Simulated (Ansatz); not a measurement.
ZrC under a change: Zr on a C site (antisite), symmetric start

Base system: a 16-atom supercell of ZrC in the rock salt structure (space group Fm-3m, No. 225; a = 4.7087 Å) at its relaxed geometry.

It is then changed as follows: a neutral Zr on a C site (antisite), symmetric start, atoms relaxed at fixed cell.

Computed with PBE (Ansatz, an electronic-structure program; PAW; 420 eV plane waves; no SOC). Settings: 6×6×6 k-points, 0.05 eV Fermi–Dirac smearing.

```tsv
quantity	base	changed	shift
energy gained by relaxation	–	2.24 eV	–
largest displacement of a host atom from its site in the perfect cell	–	0.17 Å	–
mean distance from the defect site to its nearest host atoms	2.35 Å	2.53 Å	+0.174 Å
```

In so small a cell the defect repeats every few ångströms: this is an ordered compound, not a dilute defect. The defect started on the symmetric site and kept its symmetry, so it may sit on a saddle. The final runs are not spin-polarised. The defect cell is not spin-polarised.
